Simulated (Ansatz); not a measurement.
Consider ScAl3 in the Cu3Au type structure (space group Pm-3m, No. 221; a = 4.1054 Å).

All numbers come from PBE (Ansatz, an electronic-structure program; PAW; 420 eV plane waves; spin-orbit coupling left out), earlier PAW set.

Base values:

The lattice parameter a is 4.105 Å.

The change: a hydrostatic pressure of 50 GPa.

### Question
What happens to the lattice parameter a?

### Answer
The lattice parameter a decreases by 0.4039 Å to 3.702 Å.

Load acts through the strain it causes; cell and atoms are relaxed under it. No phonon test of stability was made. Competing high-pressure phases were not computed. The final runs are not spin-polarised.
